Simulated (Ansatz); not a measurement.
Energy from pressure between two volumes: Cu (Fm-3m, 1 atom in the cell)

```xyz
1
Lattice="0.0000 1.8104 1.8104 1.8104 0.0000 1.8104 1.8104 1.8104 0.0000" Properties=species:S:1:pos:R:3 pbc="T T T"
Cu     0.0000     0.0000     0.0000
```

Method: PBE (plane waves, PAW; Ansatz, a first-principles code).

Settings: basis.ecutwfc = 1010 eV; kpoints.mp_grid.grid = 16 16 16; hamiltonian.xc = pbe; hamiltonian.pseudopotentials = {kind: paw} (the program's default PAW files); scf.occupations.method = gaussian; scf.occupations.width = 0.1 eV. This cutoff ends a ladder whose last two steps agree within 1 meV/atom.

The second cell is the first with its lattice scaled by 0.98, at the same fractional positions.

The starting cell has typed, rounded lattice constants, without a prior relaxation at this level. Its lattice was rescaled by up to half a per cent. Spin polarisation is off. Ansatz's pressure includes its estimate of the finite-basis (Pulay) stress.

| cell | volume (Å³/atom) | pressure (GPa) | F less the first cell's (meV/atom) |
|---|---|---|---|
| first | 11.8676 | 1.07 | 0.00 |
| second | 11.1697 | 11.40 | ? |

**Question.** Estimate the energy of the second cell from the pressures, and the bulk modulus between the two volumes.

**Answer.** With P = −dF/dV, the trapezoid gives ΔF ≈ −(P₁ + P₂)/2 · ΔV = −(6.235 GPa) · (-0.6979 Å³) = 27.16 meV/atom (1 eV/Å³ = 160.22 GPa). The modulus at fixed fractional positions is B = −ΔP/Δln V = 170 GPa, a mean over the interval; zero pressure lies outside it, so this is not the modulus at equilibrium. P(V) is curved, so the trapezoid lies high by about |ΔV|³·B·(1 + B′)/(12·V̄²) = 1.14 meV/atom for an assumed B′ = 4, which leaves 26.02 meV/atom. The runs gave 25.83 meV/atom, a miss of 0.19 meV/atom. Cases were kept where this miss is small, so the page shows the method and is no test of it.

Left out of this page: 15 runs of the series outside the window shown, repeating another row's setting, or not comparable.

Keys are those of Ansatz 0.2.
